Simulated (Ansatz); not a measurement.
## What uniaxial strain ε_zz = −3.00 % does to GaN

Start from GaN in the wurtzite structure (space group P6_3mc, No. 186; a = 3.1826 Å, c = 5.1854 Å). Axes: x lies along a and z along c of the hexagonal cell.

Modification: the cell is compressed by 3.00 % along z with no lateral relaxation; the atoms relax in the strained cell.

Computed with PBEsol in Ansatz (plane waves to 420 eV, PAW, spin-orbit coupling left out). Settings: 12×12×7 k-points, 0.05 eV Fermi–Dirac smearing.

```tsv
quantity	base	changed	shift
volume per atom	11.37 Å³	11.03 Å³	-0.34 Å³
space group	P6_3mc (No. 186)	P6_3mc (No. 186)	–
energy relative to the base (free energy F)	0 meV/atom	+12 meV/atom	+12 meV/atom
band gap	1.88 eV	2.04 eV	+0.16 eV
gap character	direct at Γ	direct at Γ	–
valence-band top at Γ (three highest levels, from the VBM)	0.00, 0.00, -0.04 eV	0.00, -0.13, -0.13 eV	–
largest internal atomic displacement	–	0.015 Å	–
stress (xx, yy, zz, yz, xz, xy; compression positive)	–	(3.27, 3.27, 11.85, 0.00, 0.00, 0.00) GPa	–
```

Final structure:

```
GaN
1.0
    3.18258     0.00000     0.00000
   -1.59129     2.75619     0.00000
    0.00000     0.00000     5.02987
Ga N
2 2
Direct
  0.33333   0.66667   0.99727
  0.66667   0.33333   0.49727
  0.33333   0.66667   0.37973
  0.66667   0.33333   0.87973
```

Whether these cells are dynamically stable was not tested.

Ansatz is an electronic-structure program.
